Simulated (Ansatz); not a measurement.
1T (CdI2-type) PtTe2

Computed with PBE in Ansatz (PAW).

Cell: relaxed at this level.

- interlayer binding energy = 6.9 meV/Å²
- layer repeat distance = 5.388 Å
- gap between the layers = 2.662 Å

Note: the cell comes from a level without a dispersion term, which matters for the spacing of layers, chains or molecules.

Spin–orbit coupling is not included.

Static lattice: no zero-point or thermal effects.

Cost on a shared machine: about 4 core-minutes (a rough figure).

Ansatz is an electronic-structure program.
